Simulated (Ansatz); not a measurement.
The starting structures come from a database of crystals and need not be the phases stable at ambient conditions.

Tunnelling through a barrier is set by its complex band structure: the current falls as exp(−2κd) with the smallest κ.

```yaml
crystal:
  lattice:
    - [5.46402, 0.00000, 0.00000]
    - [0.00000, 8.87768, 0.00000]
    - [0.00000, -1.67079, 5.18401]
  atoms:
    - { symbol: Bi, position: [0.47534, 0.65324, 0.82662] }
    - { symbol: Bi, position: [0.52466, 0.34676, 0.17338] }
    - { symbol: Bi, position: [0.97534, 0.34676, 0.67338] }
    - { symbol: Bi, position: [0.02466, 0.65324, 0.32662] }
    - { symbol: Mo, position: [0.00000, 0.00000, 0.00000] }
    - { symbol: Mo, position: [0.50000, 0.00000, 0.50000] }
    - { symbol: O, position: [0.91912, 0.21944, 0.10972] }
    - { symbol: O, position: [0.08088, 0.78056, 0.89028] }
    - { symbol: O, position: [0.41912, 0.78056, 0.39028] }
    - { symbol: O, position: [0.58088, 0.21944, 0.60972] }
    - { symbol: O, position: [0.75000, 0.50228, 0.50114] }
    - { symbol: O, position: [0.25000, 0.49772, 0.49886] }
    - { symbol: O, position: [0.25000, 0.49772, 0.99886] }
    - { symbol: O, position: [0.75000, 0.50228, 0.00114] }
    - { symbol: O, position: [0.75000, 0.95952, 0.72976] }
    - { symbol: O, position: [0.25000, 0.04048, 0.27024] }
    - { symbol: O, position: [0.25000, 0.04048, 0.77024] }
    - { symbol: O, position: [0.75000, 0.95952, 0.22976] }
```

The cell is taken as given; by r2SCAN it stands under a pressure of -7.4 GPa.

Transport runs along the normal of the first two printed cell vectors.

The gap is the functional's own. No spin-orbit coupling. Mid-gap values are those at the computed energy nearest the middle.

Question: Estimate the band gap and the smallest decay constant κ at mid-gap that r2SCAN run with Ansatz (a program for electronic structure) returns for this system.

Answer: Gap 0.44 eV on a 6×6×6 mesh; κ = 0.106 1/Å, at the zone centre.
